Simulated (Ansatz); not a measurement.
Start from SiC (space group P6_3mc, No. 186).

```cif
data_C6Si6
_chemical_formula_sum 'Si6 C6'
_space_group_name_H-M_alt 'P 1'
_space_group_IT_number 1
_cell_length_a 3.07890
_cell_length_b 3.07890
_cell_length_c 15.10688
_cell_angle_alpha 90.000
_cell_angle_beta 90.000
_cell_angle_gamma 120.000
loop_
_space_group_symop_operation_xyz
  'x, y, z'
loop_
_atom_site_label
_atom_site_type_symbol
_atom_site_fract_x
_atom_site_fract_y
_atom_site_fract_z
_atom_site_occupancy
Si1 Si 0.00000 0.00000 0.99982 1
Si2 Si 0.00000 0.00000 0.49982 1
Si3 Si 0.66667 0.33333 0.83310 1
Si4 Si 0.33333 0.66667 0.33310 1
Si5 Si 0.66667 0.33333 0.16660 1
Si6 Si 0.33333 0.66667 0.66660 1
C1 C 0.00000 0.00000 0.87447 1
C2 C 0.00000 0.00000 0.37447 1
C3 C 0.66667 0.33333 0.70810 1
C4 C 0.33333 0.66667 0.20810 1
C5 C 0.66667 0.33333 0.04161 1
C6 C 0.33333 0.66667 0.54161 1
```

All numbers come from PBEsol/PAW in Ansatz (a quantum-chemistry and plane-wave program), no spin-orbit coupling.

For the base:

| Property | Result |
|---|---|
| Lattice parameter a | 3.079 Å |

Modification: hydrostatic tension (pressure −2 GPa).

**Question.** Predict the new lattice parameter a.

**Answer.** The lattice parameter a rises by 0.009 Å (3.079 Å → 3.088 Å).

Load acts through the strain it causes; cell and atoms are relaxed under it. Whether these cells are dynamically stable was not tested.
